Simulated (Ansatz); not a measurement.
Abridged Ansatz (a program for electronic structure) output:

```
Relaxation: its limit of steps is 50 (relax.max_steps)
Pseudopotential: Hg, paw, valence charge 20
Pseudopotential: S, paw, valence charge 6
Crystal: 6 atoms, lattice volume = 173.887 Å³
Basis set: ecut = 420 eV, 3363 PW (Γ), exchange–correlation on 64×64×144 points (8 copies of the dense FFT grid, shifted against one another)
Bands: 47, of which v1, the nominal top of the filled ones, is band 39 counted from 1 (38 counted from 0)
Symmetry: 6 space group operations
k-points: 43 of 324 (time reversal used)
Functional: x = pbe(κ = 0.804, μ = 0.2195149727645171), c = pbe(β = 0.06672455060314922)
SCF iter   1: F=—  HF=-44147.443345 eV  |F-HF|=—  |Δ(HF+E_count)|=         —  Δρ=1.30e-3  dr2=2.81e-3  ethr=1.77e-3  ⟨swp⟩=7.5  Hψ=8428  notcnv=0  defer=5
SCF iter   2: F=—  HF=-44147.444447 eV  |F-HF|=—  |Δ(HF+E_count)|=   1.10e-3  Δρ=6.73e-4  dr2=4.07e-4  ethr=3.60e-6  ⟨swp⟩=2.0  Hψ=3563  notcnv=0  defer=18
SCF 1 converged in 8 iterations: F = -44147.445230 eV  dr2 = 1.06e-10
relax step   1: F+E_penalty+E_count = -44147.44523017 eV  Δ(F+E_penalty+E_count) = +0.000e0 eV  max|allowed force component| = 2.782e-1 eV/Å  Δτ_max = 0.0000 Å  (8 SCF iters, accepted)
Crystal: 6 atoms, lattice volume = 173.887 Å³
SCF iter   1: F=—  HF=-44147.464368 eV  |F-HF|=—  |Δ(HF+E_count)|=         —  Δρ=1.99e-3  dr2=3.95e-3  ethr=5.15e-6  ⟨swp⟩=2.2  Hψ=6620  notcnv=0  defer=138
SCF iter   2: F=—  HF=-44147.463687 eV  |F-HF|=—  |Δ(HF+E_count)|=   6.80e-4  Δρ=1.01e-3  dr2=7.44e-4  ethr=5.06e-6  ⟨swp⟩=2.0  Hψ=2933  notcnv=0  defer=138
SCF 2 converged in 8 iterations: F = -44147.463766 eV  dr2 = 1.31e-10
relax step   2: F+E_penalty+E_count = -44147.46376636 eV  Δ(F+E_penalty+E_count) = -1.854e-2 eV  max|allowed force component| = 3.390e-2 eV/Å  Δτ_max = 0.0356 Å  (8 SCF iters, accepted)
Crystal: 6 atoms, lattice volume = 173.887 Å³
SCF iter   1: F=—  HF=-44147.465379 eV  |F-HF|=—  |Δ(HF+E_count)|=         —  Δρ=1.72e-3  dr2=1.81e-3  ethr=2.59e-5  ⟨swp⟩=4.3  Hψ=5057  notcnv=0  defer=132
SCF iter   2: F=—  HF=-44147.465051 eV  |F-HF|=—  |Δ(HF+E_count)|=   3.28e-4  Δρ=8.71e-4  dr2=4.49e-4  ethr=2.32e-6  ⟨swp⟩=2.0  Hψ=3486  notcnv=0  defer=132
SCF 3 converged in 8 iterations: F = -44147.465071 eV  dr2 = 9.14e-11
relax step   3: F+E_penalty+E_count = -44147.46507058 eV  Δ(F+E_penalty+E_count) = -1.304e-3 eV  max|allowed force component| = 1.554e-2 eV/Å  Δτ_max = 0.0288 Å  (8 SCF iters, accepted)
Crystal: 6 atoms, lattice volume = 173.887 Å³
[...]
SCF converged after 7 iterations
Free energy (F): -44147.465235 eV
Internal energy: -44147.465235 eV  (E = F + TS)
E sigma→0 (E₀):  -44147.465235 eV
Fermi energy:    6.876048 eV
--- Forces (eV/Å), atoms counted from 1 ---
  atom   1  Hg     0.00011854    -0.00000000    -0.00000000
  atom   2  Hg    -0.00005927     0.00010266     0.00000000
  atom   3  Hg    -0.00005927    -0.00010266    -0.00000000
  atom   4  S      0.00033287    -0.00000000     0.00000000
  atom   5  S     -0.00016644     0.00028828    -0.00000000
  atom   6  S     -0.00016644    -0.00028828    -0.00000000
--- Stress (GPa, compression-positive) ---
       -0.175960       0.000000      -0.000000
        0.000000      -0.175960       0.000000
       -0.000000       0.000000      -0.346685
  P = ⅓ Tr σ = -0.2329 GPa (-2.329 kbar)
--- Relaxed structure (4 steps of the walk, 4 accepted, 0 SCFs on fresh bases) ---
  atoms:
    - { symbol: Hg, position: [0.7790323734291377, 1.5756722442922247e-19, 0.6666666666666666] }
    - { symbol: Hg, position: [5.551115123125783e-17, 0.7790323734291378, 0.33333333333333337] }
    - { symbol: Hg, position: [0.22096762657086225, 0.2209676265708622, -3.710836550334488e-19] }
    - { symbol: S, position: [0.43703752531166246, -5.065663098367852e-19, 0.16666666666666666] }
    - { symbol: S, position: [2.7755575615628914e-17, 0.43703752531166246, 0.8333333333333334] }
    - { symbol: S, position: [0.5629624746883375, 0.5629624746883374, 0.5] }
```

**Question.** What was computed, and what are the main results?

**Answer.** HgS, 6 atoms in the cell, with PBE (Ansatz, PAW, no spin-orbit coupling). The last SCF converged to F = -44147.465235 eV, or -7357.9109 eV per atom, at a pressure of -0.23 GPa. The total energy compares only with runs of the same code, potentials and settings.

Spin-orbit coupling, missing from the scalar runs, can matter with Hg. The cells carry an imposed strain or load. No phonon test of stability was made. The cell was made from HgS (space group P3_221, No. 154; made of chains) by this change: isotropic strain +1.06 %. No dispersion term is included, though the crystal is made of layers, chains or molecules, so its spacings can come out too wide.

Keys are those of Ansatz 0.2.
